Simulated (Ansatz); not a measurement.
The parent structure is HfC in the rock salt structure (space group Fm-3m, No. 225; a = 4.607 Å; relaxed with 0.1 eV smearing). Axes: x, y, z lie along the cube axes.

Method: Kohn–Sham DFT with the PBEsol functional, run in Ansatz (an electronic-structure program) with PAW and 420 eV plane waves, scalar-relativistic without spin-orbit coupling.

One thing is altered: tensor shear ε_xy = +1.43 % (engineering shear γ = 0.0286), atoms relaxed at fixed cell.

Predict the stress tensor and what it implies for the stiffness.

Stress of the strained cell less that of the base (GPa, compression positive):
```
    0.1    -5.0     0.0
   -5.0     0.1     0.0
    0.0     0.0     0.0
```

Then −Δσ/γ with γ = 2ε = 0.0286 gives secant stiffness values (nonlinear terms included at this strain): C66 ≈ 174 GPa.

As a check, the harmonic strain energy −½ V₀ Δσ:ε is 5.4 meV/atom; the computed energy rise is 5.4 meV/atom.

No phonon test of stability was made. The final runs are not spin-polarised.
